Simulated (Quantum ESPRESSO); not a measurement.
A self-consistent single point of GeTePb₂Se₂ (P3m1, 6 atoms in the cell) with Quantum ESPRESSO.

Method of the run: PBEsol, GBRV 1.5 ultrasoft (PBESOL) pseudopotentials (plane waves; Quantum ESPRESSO 7.5).

```yaml
crystal:
  lattice:
    - [4.22548, 0.00000, 0.00000]
    - [-2.11274, 3.65937, 0.00000]
    - [0.00000, 0.00000, 10.59557]
  atoms:
    - { symbol: Ge, position: [0.00000, 0.00000, 0.00620] }
    - { symbol: Te, position: [0.66667, 0.33333, 0.86465] }
    - { symbol: Pb, position: [0.66667, 0.33333, 0.31332] }
    - { symbol: Pb, position: [0.33333, 0.66667, 0.65422] }
    - { symbol: Se, position: [0.33333, 0.66667, 0.16037] }
    - { symbol: Se, position: [0.00000, 0.00000, 0.50123] }
```

Reference input (self-consistent single point, DFT, PBEsol, plane waves, GBRV 1.5 ultrasoft (PBESOL) pseudopotentials): ecutwfc = 50 Ry; ecutrho = 250 Ry; occupations = smearing; smearing = gaussian; degauss = 0.00147 Ry; K_POINTS = automatic 6 6 2 0 0 0; conv_thr = 1e-09 Ry. This run's input differs from it in these lines:

```diff
@@ -12,4 +12,4 @@
   ntyp = 4
-  ecutwfc = 50
-  ecutrho = 250
+  ecutwfc = 30
+  ecutrho = 150
   occupations = 'smearing'
```

Output, abridged:

```
     Self-consistent Calculation

     iteration #  1     ecut=    30.00 Ry     beta= 0.70

     Threshold (ethr) on eigenvalues was too large:
     Diagonalizing with lowered threshold

     negative rho (up, down):  2.901E-02 0.000E+00

     total energy              =    -654.09809738 Ry
     estimated scf accuracy    <       0.13230354 Ry

     iteration #  2     ecut=    30.00 Ry     beta= 0.70

     negative rho (up, down):  2.960E-02 0.000E+00

     total energy              =    -654.06256625 Ry
     estimated scf accuracy    <       0.38358412 Ry

     iteration #  3     ecut=    30.00 Ry     beta= 0.70

     negative rho (up, down):  2.984E-02 0.000E+00

     total energy              =    -654.12105524 Ry
     estimated scf accuracy    <       0.30107759 Ry

   [... 8 blocks of this kind left out ...]

     iteration # 12     ecut=    30.00 Ry     beta= 0.70

     negative rho (up, down):  3.008E-02 0.000E+00

     total energy              =    -654.15568175 Ry
     estimated scf accuracy    <          6.5E-09 Ry

     iteration # 13     ecut=    30.00 Ry     beta= 0.70

     negative rho (up, down):  3.008E-02 0.000E+00
     End of self-consistent calculation

     the Fermi energy is     8.2797 ev

!    total energy              =    -654.15568175 Ry
     estimated scf accuracy    <          1.6E-10 Ry
     smearing contrib. (-TS)   =      -0.00000000 Ry
     internal energy E=F+TS    =    -654.15568175 Ry

     convergence has been achieved in  13 iterations

     negative rho (up, down):  3.008E-02 0.000E+00

     Forces acting on atoms (cartesian axes, Ry/au):

     atom    1 type  1   force =     0.00000000    0.00000000    0.00232242
     atom    2 type  2   force =     0.00000000   -0.00000000   -0.00348024
     atom    3 type  3   force =     0.00000000   -0.00000000    0.00212269
     atom    4 type  3   force =     0.00000000    0.00000000    0.00169143
     atom    5 type  4   force =     0.00000000    0.00000000   -0.00140130
   [... lines left out ...]
     Total force =     0.005330     Total SCF correction =     0.000024
   [... lines left out ...]

     negative rho (up, down):  3.008E-02 0.000E+00
          total   stress  (Ry/bohr**3)                   (kbar)     P=      -11.11
  -0.00007377  -0.00000000  -0.00000000          -10.85       -0.00       -0.00
  -0.00000000  -0.00007377  -0.00000000           -0.00      -10.85       -0.00
   0.00000000   0.00000000  -0.00007899            0.00        0.00      -11.62

   JOB DONE.
```

The run converged in 13 iterations. Against the reference run the free energy goes up by 39.3 meV/atom, the pressure goes from 0.83 to -1.11 GPa, the largest force moves little (0.092 to 0.089 eV/Å) and the gap on the mesh moves little (0.350 to 0.351 eV).

The starting cell comes from a database of computed structures (which also holds hypothetical and non-ambient phases and stackings), without a prior relaxation at this level. Its lattice was rescaled by a random factor within 2.5 % of one. Spin-orbit coupling is off. At the lowered cutoff the pressure carries the error of an incomplete plane-wave basis.

Cost on one core of a shared machine: roughly 40 s.
